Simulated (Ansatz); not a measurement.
Subject: the energy of one form of Sc over another. The value is E(A) − E(B), in meV per atom.

A: Sc (P6₃/mmc), 4 atoms in the cell, k-point mesh 24×24×6 on the run's own vectors.
```xyz
4
Lattice="3.2952 0.0000 0.0000 -1.6476 2.8537 0.0000 0.0000 0.0000 10.5176" Properties=species:S:1:pos:R:3 pbc="T T T"
Sc     0.0000     0.0000     0.0000
Sc     0.0000     0.0000     5.2588
Sc     0.0000     1.9025     2.6294
Sc     1.6476     0.9512     7.8882
```

B: Sc (hcp, P6₃/mmc), 2 atoms in the cell, k-point mesh 24×24×12 on the run's own vectors.
```yaml
crystal:
  lattice:
    - [3.31775, 0.00000, 0.00000]
    - [-1.65887, 2.87325, 0.00000]
    - [0.00000, 0.00000, 5.18495]
  atoms:
    - { symbol: Sc, position: [0.33333, 0.66667, 0.25000] }
    - { symbol: Sc, position: [0.66667, 0.33333, 0.75000] }
```

Computed with Ansatz (plane waves, PAW), its default PAW set, cutoff 420 eV, 500 eV for r2SCAN. The structures are at rest with PBE; other levels are single points on them. Neutral cells; Fermi-Dirac smearing of at most 0.10 eV in the solids, energies taken to zero width. The lattices are those relaxed with PBE, so at other levels the solids can be strained, which adds to the spread. A dispersion term (D3(BJ), or D4 for r2SCAN) was computed beside these levels and is taken off wherever the name lacks it. No zero-point or thermal terms.

What value does PBE give?

24 meV/atom for A less B, so Sc (hcp, P6₃/mmc) (B) lies lower.

List the value at the remaining levels and say how far they part.


```
Level   value (meV/atom)  less PBE
------  ----------------  --------
r2SCAN                28         4
```

The levels span only 4 meV/atom, too little to tell them apart.

Ansatz is an electronic-structure program.
